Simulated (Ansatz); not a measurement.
The reference is Ir in the fcc (Cu type) structure (space group Fm-3m, No. 225; a = 3.812 Å; relaxed with 0.1 eV smearing).

Calculations: LDA (Ansatz, an electronic-structure program), scalar-relativistic without spin-orbit coupling.

For the base:

- Pressure: 0.0 GPa

One thing is altered: an isotropic linear strain of +0.50 %, atoms relaxed at fixed cell.

Task: What does the calculation give for the energy relative to the base and pressure after the change?

Result: The energy increases by 3.9 meV/atom; the pressure goes from zero to -5.8 GPa.

Whether these cells are dynamically stable was not tested. All final runs are without spin polarisation.
